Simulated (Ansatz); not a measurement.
For InSb (model structure, started from the PtS type, P4₂/mmc, No. 131, 4 atoms in the cell), PBE (Ansatz, a first-principles code, PAW) gives:

* **lattice constant a**: 4.350 Å
* **c axis length**: 7.925 Å
* **enthalpy of formation**: 0.282 eV/atom

### Question
What does PBE-D3(BJ) (plane waves, PAW; Ansatz) give for the same quantities?

### Answer

- lattice constant a: 4.129 Å (shrinks by 5.1 %)
- lattice parameter c: 8.119 Å (increases by 2.4 %)
- formation enthalpy: 0.367 eV/atom (grows by 0.085 eV/atom)

Changes are worked out from the printed values.

Unless a cell is named, each level is at its own relaxed cell (PBE 37.49, PBE-D3(BJ) 34.60 Å³/atom).

Levels without +SOC leave out spin–orbit coupling, which shifts energies and cells of such heavy elements.

Ansatz's density-functional and Hartree–Fock values are scalar-relativistic unless marked +SOC, with PAW data made under PBE.

A model structure was made by putting elements into a prototype or built by hand; it is no filed structure, need not be a known phase, and can be a saddle point held by its symmetry.
